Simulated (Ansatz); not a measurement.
The reference is SnO (space group P4/nmm, No. 129; layered, stacked along the Cartesian z axis).

```
SnO
1.0
    3.83709     0.00000     0.00000
    0.00000     3.83709     0.00000
    0.00000     0.00000     4.75881
Sn O
2 2
Direct
  0.50000   0.00000   0.75657
  0.00000   0.50000   0.24343
  0.50000   0.50000   0.00000
  0.00000   0.00000   0.00000
```

Cartesian axes are those of the cell as printed.

Computed with PBE-D3(BJ) (Ansatz, a first-principles code, PAW, without spin-orbit coupling).

Strains are applied to the cell and any free atomic positions relax.

One change was made to it. Results:

The pressure (mean of the normal stresses, compression positive) goes from zero to -0.6 GPa; the energy goes up by 1.8 meV/atom.

### Question
Which of these changes matches the shifts?
A) uniaxial strain ε_zz = +3.00 %
B) uniaxial strain ε_zz = +1.20 %
C) uniaxial strain ε_zz = +0.60 %

### Answer
A, uniaxial strain ε_zz = +3.00 %. For comparison, the energy relative to the base in the other runs: uniaxial strain ε_zz = +1.20 % gives +0.3 meV/atom; uniaxial strain ε_zz = +0.60 % gives +0.1 meV/atom.

No phonon test of stability was made. The final runs are not spin-polarised. Gaps under 0.05 eV, about the width of the smearing, are given as zero.
